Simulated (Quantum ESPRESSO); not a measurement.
Quantum ESPRESSO run on LiPd7 (Fm-3m, 8 atoms in the cell): self-consistent single point.

Computed with LDA (PZ), GBRV 1.5 ultrasoft (LDA) pseudopotentials (plane waves; Quantum ESPRESSO).

```yaml
crystal:
  lattice:
    - [0.00000, 3.88572, 3.88572]
    - [3.88572, 0.00000, 3.88572]
    - [3.88572, 3.88572, 0.00000]
  atoms:
    - { symbol: Li, position: [0.00000, 0.00000, 0.00000] }
    - { symbol: Pd, position: [0.50000, 0.50000, 0.50000], spin: 1.0 }
    - { symbol: Pd, position: [0.00000, 0.00000, 0.50000], spin: 1.0 }
    - { symbol: Pd, position: [0.50000, 0.50000, 0.00000], spin: 1.0 }
    - { symbol: Pd, position: [0.50000, 0.00000, 0.00000], spin: 1.0 }
    - { symbol: Pd, position: [0.00000, 0.50000, 0.50000], spin: 1.0 }
    - { symbol: Pd, position: [0.00000, 0.50000, 0.00000], spin: 1.0 }
    - { symbol: Pd, position: [0.50000, 0.00000, 0.50000], spin: 1.0 }
```
(The spins are starting values, not results.)

Reference input (self-consistent single point, DFT, PBEsol, plane waves, GBRV 1.5 ultrasoft (PBESOL) pseudopotentials): ecutwfc = 40 Ry; ecutrho = 320 Ry; occupations = smearing; smearing = fd; degauss = 0.0099958 Ry; nspin = 2; potentials = {Li: li_pbesol_v1.4.uspp.F.UPF, Pd: pd_pbesol_v1.4.uspp.F.UPF}; K_POINTS = automatic 5 5 5 0 0 0; conv_thr = 1e-10 Ry; mixing_beta = 0.3. This run's input differs from it in these lines:

```diff
@@ -25,4 +25,4 @@
 ATOMIC_SPECIES
-Li     6.9400  li_pbesol_v1.4.uspp.F.UPF
-Pd   106.4200  pd_pbesol_v1.4.uspp.F.UPF
+Li     6.9400  li_lda_v1.4.uspp.F.UPF
+Pd   106.4200  pd_lda_v1.4.uspp.F.UPF
 CELL_PARAMETERS angstrom
```

Output, abridged:

```
     Self-consistent Calculation

     iteration #  1     ecut=    40.00 Ry     beta= 0.30

     negative rho (up, down):  2.731E-01 2.489E-01

     total energy              =   -1403.83097129 Ry
     estimated scf accuracy    <      13.27153078 Ry

     total magnetization       =     2.80 Bohr mag/cell
     absolute magnetization    =     2.97 Bohr mag/cell

     iteration #  2     ecut=    40.00 Ry     beta= 0.30

     negative rho (up, down):  2.712E-01 2.529E-01

     total energy              =   -1405.74719780 Ry
     estimated scf accuracy    <       0.82157733 Ry

     total magnetization       =     2.15 Bohr mag/cell
   [... lines left out ...]

     iteration # 16     ecut=    40.00 Ry     beta= 0.30

     negative rho (up, down):  2.644E-01 2.644E-01

     Magnetic moment per site  (integrated on atomic sphere of radius R)
     atom   1 (R=0.206)  charge=  2.6276  magn=  0.0000
     atom   2 (R=0.206)  charge= 14.4363  magn= -0.0000
     atom   3 (R=0.206)  charge= 14.4356  magn=  0.0000
     atom   4 (R=0.206)  charge= 14.4356  magn=  0.0000
     atom   5 (R=0.206)  charge= 14.4356  magn=  0.0000
     atom   6 (R=0.206)  charge= 14.4356  magn=  0.0000
     atom   7 (R=0.206)  charge= 14.4356  magn=  0.0000
     atom   8 (R=0.206)  charge= 14.4356  magn=  0.0000
     End of self-consistent calculation

     the Fermi energy is    16.3140 ev

!    total energy              =   -1405.99172094 Ry
     estimated scf accuracy    <          3.4E-11 Ry
     smearing contrib. (-TS)   =      -0.03951227 Ry
     internal energy E=F+TS    =   -1405.95220868 Ry

     total magnetization       =     0.00 Bohr mag/cell
     absolute magnetization    =     0.00 Bohr mag/cell

     convergence has been achieved in  16 iterations

     negative rho (up, down):  2.644E-01 2.644E-01

     Forces acting on atoms (cartesian axes, Ry/au):

     atom    1 type  1   force =     0.00000000    0.00000000    0.00000000
   [... zero for the other atoms too ...]

     Total force =     0.000000     Total SCF correction =     0.000000

     negative rho (up, down):  2.644E-01 2.644E-01
          total   stress  (Ry/bohr**3)                   (kbar)     P=      -90.66
  -0.00061630   0.00000000   0.00000000          -90.66        0.00        0.00
   0.00000000  -0.00061630   0.00000000            0.00      -90.66        0.00
   0.00000000   0.00000000  -0.00061630            0.00        0.00      -90.66

   JOB DONE.
```

The run converged in 16 iterations. Against the reference run the pressure goes from -3.91 to -9.07 GPa.

The starting cell comes from a database of computed structures (which also holds hypothetical and non-ambient phases and stackings), without a prior relaxation at this level. The starting moments vanished: the run ended non-magnetic. With a pressure of about -9 GPa the cell is away from its equilibrium volume at this level.

Cost on one core of a shared machine: roughly 2 min.
